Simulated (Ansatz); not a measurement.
The reference is AlCr₂C (space group P6_3/mmc, No. 194; a = 2.812 Å, c = 12.600 Å; non-magnetic). Axes: x lies along a and z along c of the hexagonal cell.

Computed with PBEsol (Ansatz, a program for electronic structure; PAW; 420 eV plane waves; no spin-orbit coupling), earlier PAW set.

Base values:

| Quantity | Value |
|---|---|
| Volume per atom | 10.78 Å³ |
| Band gap | zero |

Modification: uniaxial stress, 8 GPa tension along x, with the cell and atoms free to relax against it.

Problem. Predict the new volume per atom.

Solution. The volume per atom rises by 0.16 Å³ (10.78 Å³ → 10.94 Å³).

Problem. Predict the new energy relative to the base.

Solution. The energy rises by 6.9 meV/atom.

Problem. What happens to the band gap?

Solution. The band gap remains zero.

Without a gap, meshes like the base's 19×19×4 leave anisotropic stresses uncertain by several tenths of a GPa, and small strain energies with them. Load acts through the strain it causes; cell and atoms are relaxed under it. Stability under load was not tested beyond the relaxation. Seeded moments were not kept for the base. The final runs are not spin-polarised.
